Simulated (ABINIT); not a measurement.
**Input and output of a self-consistent single point for VCr (Cmmm, 2 atoms in the cell) (ABINIT)**

Computed with LDA (PW92), PAW (JTH v2.0 LDA PAW) (plane waves; ABINIT 10.0.3).

Input:

```
# VCr, JTH v2.0 LDA PAW
pp_dirpath "./"
pseudos "V.LDA_PW-JTH.xml, Cr.LDA_PW-JTH.xml"
acell 2.5530781689 2.5530781689 4.0019900000 Angstrom
rprim
         0.5684941486   -0.8226873057    0.0000000000
         0.5684941486    0.8226873057    0.0000000000
         0.0000000000    0.0000000000    1.0000000000
natom 2
ntypat 2
znucl 23 24
typat 1 2
xred
         0.5000000000    0.5000000000    0.5000000000
         0.0000000000    0.0000000000    0.0000000000
ecut 60 Ry
pawecutdg 120 Ry
pawxcdev 0
ixc 7
occopt 3
tsmear 0.05 eV
nband 19
kptopt 1
ngkpt 8 8 5
nshiftk 1
shiftk 0.5 0.5 0.5
nstep 100
tolvrs 1.0e-12
prtwf 0
prtden 0
prtvol 1
```

Output (repeated stretches shortened):

```
 Symmetries : space group Cm m m (# 65); Bravais oC (1-face-center ortho.)

 -outvars: echo values of preprocessed input variables --------
            acell      4.8246185351E+00  4.8246185351E+00  7.5626650865E+00 Bohr
             ecut      3.00000000E+01 Hartree
              ixc           7
         kptrlatt        8    0    0      0    8    0      0    0    5
          kptrlen      3.78133254E+01
            natom           2
            nband          19
            ngfft          24      24      40
          ngfftdg          36      36      54
             nkpt          60
            nstep         100
             nsym           8
           ntypat           2
           occopt           3
        pawecutdg      6.00000000E+01 Hartree
         pawxcdev           0
            rprim      5.6849414860E-01 -8.2268730570E-01  0.0000000000E+00
                       5.6849414860E-01  8.2268730570E-01  0.0000000000E+00
                       0.0000000000E+00  0.0000000000E+00  1.0000000000E+00
           shiftk      5.00000000E-01  5.00000000E-01  5.00000000E-01
          spgroup          65
           tolvrs      1.00000000E-12
           tsmear      1.83746627E-03 Hartree
            typat      1  2
           useylm           1
             xred      5.0000000000E-01  5.0000000000E-01  5.0000000000E-01
                       0.0000000000E+00  0.0000000000E+00  0.0000000000E+00
            znucl       23.00000   24.00000

== DATASET  1 ==================================================================

 Exchange-correlation functional for the present dataset will be:
  LDA: Perdew-Wang 92 LSD fit to Ceperley-Alder data - ixc=7
 Citation for XC functional:
  J.P.Perdew and Y.Wang, PRB 45, 13244 (1992)

 Real(R)+Recip(G) space primitive vectors, cartesian coordinates (Bohr,Bohr^-1):
 R(1)=  2.7427674 -3.9691524  0.0000000  G(1)=  0.1822976 -0.1259715  0.0000000
 R(2)=  2.7427674  3.9691524  0.0000000  G(2)=  0.1822976  0.1259715  0.0000000
 R(3)=  0.0000000  0.0000000  7.5626651  G(3)=  0.0000000  0.0000000  0.1322285
 Unit cell volume ucvol=  1.6466133E+02 bohr^3
 Angles (23,13,12)=  9.00000000E+01  9.00000000E+01  1.10709430E+02 degrees

 Coarse grid specifications (used for wave-functions):

 getcut: wavevector=  0.0000  0.0000  0.0000  ngfft=  24  24  40
         ecut(hartree)=     30.000   => boxcut(ratio)=   2.01802

 Fine grid specifications (used for densities):

 getcut: wavevector=  0.0000  0.0000  0.0000  ngfft=  36  36  54
         ecut(hartree)=     60.000   => boxcut(ratio)=   2.04776

   1.30472315E+03                                ecore*ucvol(ha*bohr**3)

 newkpt: prtvol=0 or 1, do not print more k-points.
_setup2: Arith. and geom. avg. npw (full set) are    1291.913    1291.893

--- !BeginCycle
solver: {iscf: 17, nstep: 100, nline: 4, wfoptalg: 10, }
tolerances: {tolvrs: 1.00E-12, }
...

     iter   Etot(hartree)      deltaE(h)  residm     nres2
 ETOT  1  -158.77411516217    -1.588E+02 4.564E+00 3.206E+02
 ETOT  2  -163.50065726200    -4.727E+00 6.431E-01 2.312E+03
 ETOT  3  -160.15721119259     3.343E+00 2.709E-01 5.315E+02
 ETOT  4  -159.81797951311     3.392E-01 1.503E-01 1.316E+02
 ETOT  5  -159.84457855329    -2.660E-02 1.419E-01 2.243E+02
 ETOT  6  -159.69559979182     1.490E-01 1.375E-01 1.582E+01
   [... 16 lines left out ...]
 ETOT 23  -159.69370954461    -1.597E-10 5.379E-06 8.688E-09
 ETOT 24  -159.69370954461     1.279E-12 1.318E-05 3.343E-09
 ETOT 25  -159.69370954460     1.648E-12 5.964E-06 2.544E-10
 ETOT 26  -159.69370954460    -2.842E-14 1.443E-05 4.971E-12
 ETOT 27  -159.69370954460     5.116E-13 6.561E-06 5.701E-13

 At SCF step   27       nres2   =  5.70E-13 < tolvrs=  1.00E-12 =>converged.

 Cartesian components of stress tensor (hartree/bohr^3)
  sigma(1 1)=  3.73318981E-04  sigma(3 2)=  0.00000000E+00
  sigma(2 2)=  3.72766684E-04  sigma(3 1)=  0.00000000E+00
  sigma(3 3)=  3.40891416E-04  sigma(2 1)=  0.00000000E+00

 ----iterations are completed or convergence reached----

 reduced coordinates (array xred) for    2 atoms
       0.500000000000      0.500000000000      0.500000000000
       0.000000000000      0.000000000000      0.000000000000
 cartesian forces (eV/Angstrom) at end:
    1     -0.00000000000000    -0.00000000000000    -0.00000000000000
    2     -0.00000000000000    -0.00000000000000    -0.00000000000000
 frms,max,avg= 0.0000000E+00 0.0000000E+00   0.000E+00  0.000E+00  0.000E+00 e/A
 length scales=  4.824618535070  4.824618535070  7.562665086547 bohr
              =  2.553078168900  2.553078168900  4.001990000000 angstroms
 Fermi (or HOMO) energy (hartree) =   0.38309   Average Vxc (hartree)=  -0.47940
 Eigenvalues (hartree) for nkpt=  60  k points:
 kpt#   1, nband= 19, wtk=  0.01250, kpt=  0.0625  0.0625  0.1000 (reduced coord)
  -2.21064   -1.93144   -1.17020   -1.16292   -1.15887   -0.98164   -0.97064   -0.96419
   0.14011    0.25930    0.32361    0.36996    0.38772    0.38946    0.42527    0.43711
   0.44544    0.47362    0.47790
      occupation numbers for kpt#   1
   2.00000    2.00000    2.00000    2.00000    2.00000    2.00000    2.00000    2.00000
   2.00000    2.00000    2.00000    1.99843    0.14944    0.06079    0.00000    0.00000
   0.00000    0.00000    0.00000
 prteigrs : prtvol=0 or 1, do not print more k-points.

--- !EnergyTerms
comment             : Components of total free energy in Hartree
kinetic             :  2.59879746173383E+01
hartree             :  2.96710001220449E+01
xc                  : -8.73464923673722E+00
Ewald energy        : -1.21050601907105E+02
psp_core            :  7.92367670374837E+00
local_psp           : -8.98869636595432E+01
spherical_terms     : -3.60358866382504E+00
internal            : -1.59693152024079E+02
'-kT*entropy'       : -5.57369044334428E-04
total_energy        : -1.59693709393123E+02
total_energy_eV     : -4.34548682632356E+03
...

-Cartesian components of stress tensor (GPa)         [Pressure= -1.0660E+01 GPa]
- sigma(1 1)=  1.09834218E+01  sigma(3 2)=  0.00000000E+00
- sigma(2 2)=  1.09671726E+01  sigma(3 1)=  0.00000000E+00
- sigma(3 3)=  1.00293700E+01  sigma(2 1)=  0.00000000E+00

 Calculation completed.
```

The run converged in 27 iterations.

The starting cell comes from a database of computed structures (which also holds hypothetical and non-ambient phases and stackings), without a prior relaxation at this level. Spin polarisation is off. With a pressure of about -11 GPa the cell is away from its equilibrium volume at this level.

Cost on one core of a shared machine: roughly 2 min.
